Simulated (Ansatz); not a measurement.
# LaCuSeO (P4/nmm): band-edge transport data

Consider the following.

```
CuLaOSe
1.0
    4.01613     0.00000     0.00000
    0.00000     4.01613     0.00000
    0.00000     0.00000     8.63828
La Cu Se O
2 2 2 2
Cartesian
  0.00000   2.00807   7.40536
  2.00807   0.00000   1.23291
  2.00807   2.00807   4.31914
  0.00000   0.00000   4.31914
  0.00000   2.00807   2.86321
  2.00807   0.00000   5.77507
  2.00807   2.00807   0.00000
  0.00000   0.00000   0.00000
```

Method: r2SCAN, rigid bands (plane waves, PAW, scalar-relativistic; Ansatz, a first-principles code). Condition of this run: functional r2SCAN on the same cell. Geometry: cell and atoms relaxed with PBEsol.

```yaml
band_gap: 1.81 eV
electron conductivity mass (300 K, dilute): 0.40 (x), 0.40 (y), 3.9 (z) mₑ
effective density of states N_c (300 K): 1.9e19 cm⁻³
density_of_states_mass_electrons: 0.82 mₑ
Seebeck coefficient, n-type 1e19 cm⁻³, 300 K: -265 μV/K
best n-type power factor at 300 K for τ = 10 fs (best axis; densities from 1e16 to 1e21 cm⁻³ tried, whether or not they can be reached): 7.4 μW/(cm·K²) at 1e20 cm⁻³
```

Rigid bands; masses and Seebeck coefficients take one relaxation time τ for all states and one kind of carrier; polarons and phonon drag are left out. Spin-orbit coupling is left out. Geometry: cell and atoms relaxed with PBEsol.

Formula and space group known from diffraction (Crystallography Open Database), not checked to be the room-temperature form: LaCuSeO (P4/nmm).
